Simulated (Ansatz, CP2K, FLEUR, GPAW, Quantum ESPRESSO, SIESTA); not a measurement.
# TiSi₂ (Fddd, 6 atoms in the cell) computed with different codes at matched settings

Self-consistent single point, at a second geometry (lattice scaled by 0.98). First geometry:

```yaml
crystal:
  lattice:
    - [0.00000, 4.14593, 4.29231]
    - [2.40600, 0.00000, 4.29231]
    - [2.40600, 4.14593, 0.00000]
  atoms:
    - { symbol: Ti, position: [0.50000, 0.50000, 0.50000] }
    - { symbol: Ti, position: [0.75000, 0.75000, 0.75000] }
    - { symbol: Si, position: [0.83743, 0.16257, 0.83743] }
    - { symbol: Si, position: [0.16257, 0.83743, 0.16257] }
    - { symbol: Si, position: [0.41257, 0.08743, 0.41257] }
    - { symbol: Si, position: [0.08743, 0.41257, 0.08743] }
```

Shared settings, as Ansatz (a first-principles code) writes them: kpoints.mp_grid.grid = 7 7 7; scf.occupations.method = gaussian; scf.occupations.width = 0.02 Ry. Potentials and cutoffs stand in the table.

```json
[
 {"code": "Ansatz", "model": "PBE, default PAW files", "ΔF from the first geometry (meV/atom)": "19.4", "pressure (GPa)": "8.75", "largest force (eV/Å)": "0.040", "cutoff": "default"},
 {"code": "Quantum ESPRESSO", "model": "PBE, SSSP 1.1.2 efficiency (PBE) pseudopotentials", "ΔF from the first geometry (meV/atom)": "19.6", "pressure (GPa)": "8.81", "largest force (eV/Å)": "0.040", "cutoff": "50 Ry"},
 {"code": "SIESTA", "model": "GGA PBE, numerical atomic orbitals DZP, PseudoDojo PBE standard norm-conserving potentials (rewritten from UPF to PSML)", "ΔF from the first geometry (meV/atom)": "19.9", "pressure (GPa)": "8.89", "largest force (eV/Å)": "0.071", "cutoff": "grid 300 Ry"},
 {"code": "FLEUR", "model": "PBE, all-electron FLAPW (FLEUR), scalar-relativistic valence", "ΔF from the first geometry (meV/atom)": "–", "pressure (GPa)": "–", "largest force (eV/Å)": "0.044", "cutoff": "Kmax 3.5 1/bohr"},
 {"code": "GPAW", "model": "PBE, GPAW PAW datasets PBE (gpaw-data 1.0.1)", "ΔF from the first geometry (meV/atom)": "23.5", "pressure (GPa)": "9.49", "largest force (eV/Å)": "0.038", "cutoff": "800 eV"},
 {"code": "CP2K", "model": "PBE, GPW, DZVP-MOLOPT-SR-GTH basis, GTH-PBE potentials (GTH_POTENTIALS)", "ΔF from the first geometry (meV/atom)": "22.5", "pressure (GPa)": "9.37", "largest force (eV/Å)": "0.042", "cutoff": "grid 600 Ry"}
]
```

A dash marks a value that a program does not give, or that is left out as unsure.

On Ansatz's run: spin polarisation is off.

The spread over the programs that give each value: ΔF from the first geometry within 4.1 meV/atom; pressure within 0.74 GPa; largest force within 0.033 eV/Å.

SIESTA and CP2K use small atom-centred bases, whose incompleteness enters pressures, forces and empty levels differently from a plane-wave cutoff. FLEUR treats all electrons, but the usual bases taken here (sphere radii, linearisation, local orbitals, empty states) were not tested for convergence, so the values are no reference for the others. Ansatz's pressure is given at a fixed set of plane waves, as the other plane-wave codes print theirs; with its correction for the finite basis it is 8.78 GPa.

The starting cell comes from a database of computed structures (which also holds hypothetical and non-ambient phases and stackings), without a prior relaxation at this level. Its lattice was rescaled by a random factor within 2.5 % of one. For this run, on top of that: lattice scaled by 0.98.

Left out of this page: Elk (not drawn, or without a comparable value).

Keys are those of Ansatz 0.2.
